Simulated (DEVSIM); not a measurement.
Device: abrupt Si n-p junction, at 300 K.

```csv
layer (left to right),material,thickness (μm),Nd (cm⁻³),Na (cm⁻³),τn (s),τp (s)
1,Si,7.00,1.3e16,-,0.00057,0.00057
2,Si,1.80,-,9.9e14,0.00057,0.00057
```

Left contact: ohmic. Right contact: ohmic. Voltage is applied to the left contact. Recombination: SRH at mid-gap, Auger. Mobility is constant in doping.

The device is made up for the run: typed textbook-type constants, with dimensions and the other settings drawn at random. Values at 300 K.

```csv
parameter,Si
gap (eV),1.124
affinity (eV),4.05
permittivity,11.7
Nc (cm⁻³),2.86e19
Nv (cm⁻³),3.1e19
μn (cm²/Vs),1417
μp (cm²/Vs),470
Cn (cm⁶/s),2.8e-31
Cp (cm⁶/s),9.9e-32
```

Simulated with DEVSIM: 1D drift-diffusion, Boltzmann statistics, complete ionisation; no tunnelling, impact ionisation, image-force lowering or self-heating.

The thickness of layer 1 was swept, all else fixed.

| thickness of layer 1 (μm) | dark forward voltage at 100 A/cm² (V) |
|---|---|
| 1.4 | 0.645 |
| 2.4 | 0.648 |
| 4.2 | 0.653 |
| 7 | 0.663 |
| 12 | 0.680 |
| 21 | 0.708 |
| 35 | 0.753 |

From the first row to the last the dark forward voltage at 100 A/cm² goes from 0.645 to 0.753.
